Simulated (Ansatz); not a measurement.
Output of an Ansatz run (abridged):

```
WARN ansatz: RAYON_NUM_THREADS=1 ignored (pool sized by the plan → 1); use --threads N
Pseudopotentials: kind: paw
Pseudopotential: Li, paw, valence charge 3
Pseudopotential: Au, paw, valence charge 19
Crystal: 4 atoms, lattice volume = 60.512 Å³
Basis set: ecut = 420 eV, 1243 PW (Γ)
Bands: 18, of which v1, the nominal top of the filled ones, is band 14 counted from 1 (13 counted from 0)
Symmetry: 48 space group operations
Space group: Fm-3m (ITA 225), of the structure as read, at distance tolerance 3.9e-5 Å
k-points: 35 of 729
PAW frozen core: Au, regenerated for the run's functional, and the local potential with it
Initial density: superposition of atomic densities (neutral atoms: chi_scale 0, normalization atom), corrected by the library's trained network
Initial wavefunctions: pseudopotential atomic-orbital guess
Eigensolver: davidson
Functional: x = slater, c = lda
SCF iter   1: F=—  HF=-13471.493389 eV  |F-HF|=—  |Δ(HF+E_count)|=         —  Δρ=6.21e-3  dr2=8.15e-3  ethr=1.77e-3  ⟨swp⟩=3.5  Hψ=2544  notcnv=0
all-band conjugate gradients solve this SCF's bands
preconditioner: auto → Kerker (q_TF=auto, 2.399 Å⁻¹)
SCF iter   2: F=—  HF=-13471.479391 eV  |F-HF|=—  |Δ(HF+E_count)|=   1.40e-2  Δρ=2.96e-3  dr2=1.90e-3  ethr=2.91e-5  ⟨swp⟩=2.0  Hψ=1221  notcnv=0  defer=1
SCF iter   3: F=—  HF=-13471.476535 eV  |F-HF|=—  |Δ(HF+E_count)|=   2.86e-3  Δρ=5.28e-4  dr2=1.74e-4  ethr=6.77e-6  ⟨swp⟩=2.0  Hψ=913  notcnv=0  defer=1
SCF iter   4: F=—  HF=-13471.476501 eV  |F-HF|=—  |Δ(HF+E_count)|=   3.42e-5  Δρ=2.05e-4  dr2=5.56e-5  ethr=6.22e-7  ⟨swp⟩=2.1  Hψ=853  notcnv=0  defer=1
SCF iter   5: F=—  HF=-13471.476481 eV  |F-HF|=—  |Δ(HF+E_count)|=   1.99e-5  Δρ=5.97e-5  dr2=3.43e-6  ethr=1.98e-7  ⟨swp⟩=2.0  Hψ=711  notcnv=0  defer=1
SCF iter   6: F=—  HF=-13471.476480 eV  |F-HF|=—  |Δ(HF+E_count)|=   1.02e-6  Δρ=1.45e-5  dr2=2.00e-7  ethr=1.23e-8  ⟨swp⟩=2.2  Hψ=804  notcnv=0  defer=1
SCF iter   7: F=-13471.476480 eV  HF=-13471.476480 eV  |F-HF|=8.22e-10  |Δ(HF+E_count)|=   3.25e-8  Δρ=2.90e-6  dr2=4.93e-9  ethr=3.57e-10  ⟨swp⟩=4.9  Hψ=2125  notcnv=0
SCF 1 converged in 7 iterations: F = -13471.476480 eV  dr2 = 4.93e-9
SCF converged after 7 iterations
Free energy (F): -13471.476480 eV
Harris-Foulkes:  -13471.476480 eV  (|F-HF|=8.22e-10)
Internal energy: -13471.467361 eV  (E = F + TS)
E sigma→0 (E₀):  -13471.471921 eV
Entropy (-TS):   -0.009119 eV (-2.280 meV/atom)
Fermi energy:    7.085606 eV
--- Per-component energies (eV) ---
  E_band       = -679.123116
  E_kinetic    = 671.999240
  E_local      = -3228.646013  (includes V_loc(G=0)·N_el)
  E_nonlocal   = -20.146681
  E_hartree    = 1307.721286
  E_xc         = -258.769115
  E_vxc        = -316.783318  (∫ρ·V_xc dr)
  E_paw        = -9478.220629  (= ΣΔE_a)
  E_vpaw       = -400.988670  (= ΣTr[D̂ρ^β])
  E_aug_tail   = 0.001297  (compensation charges beyond the density's cutoff)
  E_ewald      = -2465.929464
  E_core_change = 0.522718  (= ΣΔE_core)
  E_smearing   = -0.009119  (= −TS)
  E_closure    = 0.000000  (closes the sum)
  Σ components = -13471.476480   (vs F -13471.476480, Δ=0.00e0)
--- Forces (eV/Å), atoms counted from 1 ---
  atom   1  Li    -0.00000000     0.00000000     0.00000000
   [... zero for the other atoms too ...]
  max |Σ_I F_I| component: 1.39e-17 eV/Å
--- Stress (GPa, compression-positive) ---
       -2.332082      -0.000000      -0.000000
       -0.000000      -2.332082       0.000000
        0.000000       0.000000      -2.332082
  P = ⅓ Tr σ = -2.3321 GPa (-23.321 kbar)
  The stress holds the Pulay correction. Without it, at fixed plane waves, as pw.x and ABINIT print it: P = -2.3444 GPa
--- Band table (eV; the first three rows and the last of 35) ---
  k-point 0: bands = ["-98.7467", "-50.0340", "-50.0340", "-50.0340", "-38.2731", "-37.6822", "-37.6659", "1.0574", "2.5609", "2.5609", "2.5609", "2.9559", "2.9559", "11.1377", "11.1377", "11.1377", "13.0575", "13.0575"]
  k-point 1: bands = ["-98.7467", "-50.0340", "-50.0340", "-50.0340", "-38.2728", "-37.6818", "-37.6664", "1.1669", "2.5725", "2.5862", "2.5862", "2.9432", "2.9432", "9.9029", "10.9545", "10.9545", "13.1923", "13.1923"]
  k-point 2: bands = ["-98.7467", "-50.0342", "-50.0340", "-50.0340", "-38.2722", "-37.6805", "-37.6680", "1.4689", "2.6290", "2.6290", "2.6319", "2.9376", "2.9376", "8.0911", "10.6230", "10.6230", "12.6270", "12.6270"]
  k-point 34: bands = ["-98.7467", "-50.0344", "-50.0344", "-50.0342", "-38.2706", "-37.6754", "-37.6741", "2.5350", "2.6820", "2.7373", "2.8980", "3.0436", "3.6064", "6.3014", "6.6538", "7.4295", "12.7777", "14.4952"]
```

The structure:

```
CELL_PARAMETERS angstrom
      0.00000     3.11605     3.11605
      3.11605     0.00000     3.11605
      3.11605     3.11605     0.00000
ATOMIC_POSITIONS crystal
  Li 0.25000 0.25000 0.25000
  Li 0.75000 0.75000 0.75000
  Li 0.50000 0.50000 0.50000
  Au 0.00000 0.00000 0.00000
```

**Question.** What input produced this log?

**Answer.** Other spellings and defaults could give the same log, and not every line can be read from it. The input that was run (DFT, LDA (PW92), plane waves, default PAW files made with PBE):

Ansatz 0.2 input:
```yaml
crystal:
  lattice:
    - [0.000000, 3.116045, 3.116045]
    - [3.116045, 0.000000, 3.116045]
    - [3.116045, 3.116045, 0.000000]
  atoms:
    - { symbol: Li, position_ang: [1.558023, 1.558023, 1.558023] }
    - { symbol: Li, position_ang: [4.674068, 4.674068, 4.674068] }
    - { symbol: Li, position_ang: [3.116045, 3.116045, 3.116045] }
    - { symbol: Au, position_ang: [0.000000, 0.000000, 0.000000] }
basis:
  ecutwfc: 420.0
kpoints:
  mp_grid: { grid: [9, 9, 9] }
hamiltonian:
  xc: lda
  pseudopotentials: { kind: paw }
scf:
  occupations: { method: gaussian, width: 0.1 }
output:
  forces: true
  eigenvalues: true
  stress: true
```

The starting cell comes from a database of computed structures (which also holds hypothetical and non-ambient phases and stackings), without a prior relaxation at this level. Its lattice was rescaled by up to half a per cent. Spin-orbit coupling is off. Ansatz's pressure includes its estimate of the finite-basis (Pulay) stress.

Ansatz is a first-principles code.
